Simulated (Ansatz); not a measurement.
**Response to strain in Sc**

Base system: Sc in the hcp (Mg type) structure (space group P6_3/mmc, No. 194; a = 3.318 Å, c = 5.186 Å; relaxed with 0.1 eV smearing). Axes: x lies along a and z along c of the hexagonal cell.

Strains are applied to the cell and any free atomic positions relax; under biaxial strain the out-of-plane vector relaxes too.

Method: PBE, PAW, 420 eV (Ansatz, an electronic-structure program; no spin-orbit coupling).

Candidates:
(a) biaxial strain +2.50 %, plane normal [001], relaxed out of plane
(b) biaxial strain −2.00 %, plane normal [001], relaxed out of plane
(c) biaxial strain +3.00 %, plane normal [001], relaxed out of plane
(d) biaxial strain +0.50 %, plane normal [001], relaxed out of plane
(e) biaxial strain +1.50 %, plane normal [001], relaxed out of plane

Q: Order them by out-of-plane strain, lowest first.

A: (c) biaxial strain +3.00 %, plane normal [001], relaxed out of plane (-1.64 %), (a) biaxial strain +2.50 %, plane normal [001], relaxed out of plane (-1.37 %), (e) biaxial strain +1.50 %, plane normal [001], relaxed out of plane (-0.83 %), (d) biaxial strain +0.50 %, plane normal [001], relaxed out of plane (-0.28 %), (b) biaxial strain −2.00 %, plane normal [001], relaxed out of plane (+1.22 %)

No phonon test of stability was made. All final runs are without spin polarisation.
